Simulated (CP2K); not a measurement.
**Input and output of a self-consistent single point for KBr (Fm-3m, 2 atoms in the cell) (CP2K)**

Method: PBE, GPW, TZVP-MOLOPT-SR-GTH basis, GTH-PBE potentials (GTH_POTENTIALS) (CP2K).

Input:

```
&GLOBAL
  PROJECT bulk
  RUN_TYPE ENERGY_FORCE
  PRINT_LEVEL LOW
&END GLOBAL
&FORCE_EVAL
  METHOD Quickstep
  STRESS_TENSOR ANALYTICAL
  &DFT
    BASIS_SET_FILE_NAME BASIS_MOLOPT_UCL
    POTENTIAL_FILE_NAME GTH_POTENTIALS
    &QS
      METHOD GPW
      EPS_DEFAULT 1E-10
    &END QS
    &MGRID
      CUTOFF 500
      REL_CUTOFF 50
      NGRIDS 5
    &END MGRID
    &SCF
      SCF_GUESS ATOMIC
      EPS_SCF 1E-6
      MAX_SCF 100
      ADDED_MOS 4
      &DIAGONALIZATION
        ALGORITHM STANDARD
      &END DIAGONALIZATION
      &MIXING
        METHOD BROYDEN_MIXING
        ALPHA 0.4
        NBUFFER 8
        BETA 1
      &END MIXING
      &SMEAR ON
        METHOD FERMI_DIRAC
        ELECTRONIC_TEMPERATURE [K] 116.05
      &END SMEAR
    &END SCF
    &KPOINTS
      SCHEME MONKHORST-PACK 3 3 3
    &END KPOINTS
    &XC
      &XC_FUNCTIONAL PBE
      &END XC_FUNCTIONAL
    &END XC
    &PRINT
      &MO
        EIGENVALUES T
        OCCUPATION_NUMBERS T
        NDIGITS 8
        FILENAME mo
        &EACH
          QS_SCF 0
        &END EACH
        ADD_LAST NUMERIC
      &END MO
      &MULLIKEN OFF
      &END MULLIKEN
    &END PRINT
  &END DFT
  &SUBSYS
    &CELL
      ABC 4.64357000 4.64357036 4.64356992
      ALPHA_BETA_GAMMA 60.00000269 59.99999943 60.00000256
      PERIODIC XYZ
    &END CELL
    &COORD
      SCALED
      K        0.00000000     0.00000000     0.00000000
      Br       0.50000000     0.50000000     0.50000000
    &END COORD
    &KIND K
      BASIS_SET TZVP-MOLOPT-SR-GTH
      POTENTIAL GTH-PBE-q9
    &END KIND
    &KIND Br
      BASIS_SET TZVP-MOLOPT-SR-GTH
      POTENTIAL GTH-PBE-q7
    &END KIND
  &END SUBSYS
  &PRINT
    &FORCES ON
    &END FORCES
    &STRESS_TENSOR ON
    &END STRESS_TENSOR
  &END PRINT
&END FORCE_EVAL
```

Output, abridged:

```
 GLOBAL| Method name                                                        CP2K
 GLOBAL| Project name                                                       bulk
 GLOBAL| Run type                                                   ENERGY_FORCE

 TOTAL NUMBERS AND MAXIMUM NUMBERS

  Total number of            - Atomic kinds:                                   2
                             - Atoms:                                          2
                             - Shell sets:                                     2
                             - Shells:                                        15
                             - Primitive Cartesian functions:                 10
                             - Cartesian basis functions:                     37
                             - Spherical basis functions:                     35

  Maximum angular momentum of- Orbital basis functions:                        2
                             - Local part of the GTH pseudopotential:          2
                             - Non-local part of the GTH pseudopotential:      4

 SCF PARAMETERS         Density guess:                                    ATOMIC
                        max_scf:                                             100
                        max_diis:                                              4
                        eps_scf:                                        1.00E-06
                        eps_diis:                                       1.00E-01
                        eps_eigval:                                     1.00E-05
                        level_shift [a.u.]:                             0.000000
                        added MOs                                         4    0
                        Mixing method:                            BROYDEN_MIXING
                                                charge density mixing in g-space
                        Smear method:                                FERMI_DIRAC
                        Electronic temperature [K]:                        116.0
                        Electronic temperature [a.u.]:                  3.68E-04
                        Accuracy threshold:                             1.00E-10
                        No outer SCF

 Extrapolation method: initial_guess

 Number of electrons:                                                         16
 Number of occupied orbitals:                                                  8
 Number of molecular orbitals:                                                12

 Number of orbital functions:                                                 35
 Number of independent orbital functions:                                     35

 SCF WAVEFUNCTION OPTIMIZATION

  Step     Update method      Time    Convergence         Total energy    Change
     1 NoMix/Diag. 0.40E+00      -     2.25849429       -41.8050858718 -4.18E+01
     2 Broy./Diag. 0.40E+00      -     0.03599840       -41.4235833625  3.82E-01
     3 Broy./Diag. 0.40E+00      -     0.06148319       -41.6783414144 -2.55E-01
     4 Broy./Diag. 0.40E+00      -     0.00948835       -41.8181902218 -1.40E-01
     5 Broy./Diag. 0.40E+00      -     0.00266964       -41.8039571136  1.42E-02
     6 Broy./Diag. 0.40E+00      -     0.00102662       -41.8074670859 -3.51E-03
     7 Broy./Diag. 0.40E+00      -     0.00011087       -41.8062158999  1.25E-03
     8 Broy./Diag. 0.40E+00      -     0.00008239       -41.8065728305 -3.57E-04
     9 Broy./Diag. 0.40E+00      -     0.00001809       -41.8066919943 -1.19E-04
    10 Broy./Diag. 0.40E+00      -     0.00000674       -41.8066558192  3.62E-05
    11 Broy./Diag. 0.40E+00      -     0.00000490       -41.8066688831 -1.31E-05
    12 Broy./Diag. 0.40E+00      -     0.00000051       -41.8066784494 -9.57E-06

  *** SCF run converged in    12 steps ***

  Electronic density on regular grids:        -15.9999999997        0.0000000003
  Core density on regular grids:               15.9999999983       -0.0000000017
  Total charge density on r-space grids:       -0.0000000014
  Total charge density g-space grids:          -0.0000000014

  Overlap energy of the core charge distribution:               0.00000000000000
  Self energy of the core charge distribution:                -84.76948492805039
  Core Hamiltonian energy:                                     19.75662581752334
  Hartree energy:                                              30.22700528752363
  Exchange-correlation energy:                                 -7.02082462637637
  Electronic entropic energy:                                  -0.00000000000000
  Fermi energy:                                                 0.11604054247219

  Total energy:                                               -41.80667844937979
  Total energy (extrapolated to T->0):                        -41.80667844937979

 ENERGY| Total FORCE_EVAL ( QS ) energy [hartree]            -41.806679132872560

 FORCES| Atomic forces [hartree/bohr]
 FORCES|   Atom     x               y               z               |f|
 FORCES|      1 -1.47153963E-14  1.62783090E-14 -4.44187009E-14   4.95433872E-14
 FORCES|      2 -1.77597207E-15 -3.83486600E-15  6.65249060E-15   7.88136442E-15
 FORCES| Sum    -1.64913683E-14  1.24434430E-14 -3.77662103E-14
 FORCES| Total atomic force                                       4.30475451E-14

 STRESS| Analytical stress tensor [bar]
 STRESS|                        x                   y                   z
 STRESS|      x        1.08516639752E+04  -6.15692493980E-03  -4.33846006830E-03
 STRESS|      y       -6.15692493980E-03   1.08516421196E+04   6.44760770098E-02
 STRESS|      z       -4.33846006830E-03   6.44760770098E-02   1.08517958358E+04
 STRESS| 1/3 Trace                                             1.08517006435E+04
```

The run converged in 12 iterations.

The starting cell has typed, rounded lattice constants, without a prior relaxation at this level. Its lattice was rescaled by up to half a per cent. Values carry the incompleteness of an atom-centred basis.
